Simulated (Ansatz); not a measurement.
A computed series for HfS2: response to strain

Start from HfS$_{2}$ in the CdI2 type structure (space group P-3m1, No. 164; a = 3.6057 Å, c = 5.7676 Å; layered, stacked along the Cartesian z axis).

Strains are applied to the cell and any free atomic positions relax.

Method: DFT with PBE-D3(BJ), PAW potentials and a 420 eV plane-wave cutoff in Ansatz (a program for electronic structure), no spin-orbit coupling.

Candidates:
(a) isotropic strain −1.00 %
(b) isotropic strain −3.00 %
(c) isotropic strain −2.50 %
(d) isotropic strain +2.50 %

For the base:

```
Quantity              Result
-------------------  -------
Smallest direct gap  1.81 eV
```

Order them by smallest direct gap, lowest first.

(b) isotropic strain −3.00 % (1.43 eV), (c) isotropic strain −2.50 % (1.50 eV), (a) isotropic strain −1.00 % (1.70 eV), (d) isotropic strain +2.50 % (1.88 eV)

With Hf present, leaving out spin-orbit coupling can change the band edges. Stability against distortions was not tested.
